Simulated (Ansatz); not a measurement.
Density of states of InP (F-43m) below the valence band maximum, r2SCAN with spin-orbit coupling, rigid bands in Ansatz (a first-principles code); cell volume 50.8 Å³.

| energy from edge (eV) | 10⁻³ states/eV/cell |
|---|---|
| 0.006 | 17.9 |
| 0.031 | 53.1 |
| 0.056 | 91.1 |
| 0.081 | 131 |
| 0.106 | 169 |
| 0.131 | 198 |
| 0.156 | 225 |
| 0.181 | 249 |
| 0.206 | 274 |
| 0.231 | 295 |
| 0.256 | 318 |
| 0.281 | 339 |
| 0.319 | 371 |
| 0.344 | 392 |
| 0.369 | 415 |
| 0.394 | 434 |
| 0.419 | 457 |
| 0.444 | 478 |
| 0.469 | 500 |
| 0.494 | 523 |
| 0.519 | 545 |
| 0.544 | 569 |
| 0.569 | 593 |
| 0.594 | 619 |

**Question.** What effective density of states at 300 K does this give (∫ g(E) exp(−E/k_BT) dE, both spins, divided by the cell's size)?

**Answer.** 2.4e19 cm⁻³, a density-of-states mass of 0.96 mₑ, valleys and band degeneracy included.

Geometry: cell and atoms relaxed with PBEsol.
